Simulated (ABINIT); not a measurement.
## A short convergence ladder for Li3Au (Fm-3m, 4 atoms in the cell)

```
CELL_PARAMETERS angstrom
      0.00000     3.11605     3.11605
      3.11605     0.00000     3.11605
      3.11605     3.11605     0.00000
ATOMIC_POSITIONS crystal
  Li 0.25000 0.25000 0.25000
  Li 0.75000 0.75000 0.75000
  Li 0.50000 0.50000 0.50000
  Au 0.00000 0.00000 0.00000
```

Base method: LDA (PW92), PAW (JTH v2.0 LDA PAW) (plane waves; ABINIT).

Base settings: pseudos = [Li.LDA_PW-JTH.xml, Au.LDA_PW-JTH.xml]; ecut = 707 eV; pawecutdg = 1415 eV; pawxcdev = 0; ixc = 7; occopt = 7; tsmear = 0.1 eV; ngkpt = 4 4 4; nshiftk = 1; shiftk = 0 0 0.

**The force threshold of a relaxation**

On Li3Au (I4mm, 4 atoms in the cell): one atom moved by 0.15 angstrom.

In this ladder: toldfe = default; tolvrs = 1e-11; ionmov = 2; ntime = 40.

The mesh stays at the base's, so the ladder's end is converged at best in this setting alone.

Only quantities that move along the ladder and can be compared are tabulated.

| tolmxf | free energy less the last step's (meV/atom) | largest force left (eV/Å) | relaxation steps |
|---|---|---|---|
| 0.00389 Ha/bohr | 0.81 | 0.1141 | 3 |
| 0.00194 Ha/bohr | 0.00 | 0.0031 | 5 |
| 0.000972 Ha/bohr | 0.00 | 0.0031 | 5 |
| 0.000583 Ha/bohr | 0.00 | 0.0031 | 5 |
| 0.000389 Ha/bohr | 0.00 | 0.0031 | 5 |
| 0.000194 Ha/bohr | 0.00 | 0.0031 | 5 |
| 9.72e-05 Ha/bohr | 0.00 | 0.0031 | 5 |
| 3.89e-05 Ha/bohr | 0.00 | 0.0002 | 6 |
| 1.94e-05 Ha/bohr | 0.00 | 0.0002 | 6 |

Coarsest tolmxf that holds the largest force left within 0.01 eV/Å of the last step, with all finer ones: 0.00194 Ha/bohr; the step before is off by 0.11 eV/Å.

Coarsest tolmxf that holds the free energy within 0.2 meV/atom of the last step, with all finer ones: 0.00194 Ha/bohr; the step before is off by 0.81 meV/atom.

On the base run: the starting cell comes from a database of computed structures (which also holds hypothetical and non-ambient phases and stackings), without a prior relaxation at this level. Its lattice was rescaled by up to half a per cent. Without a gap this mesh is coarse (it stands for a supercell whose shortest vector is 18 Å).
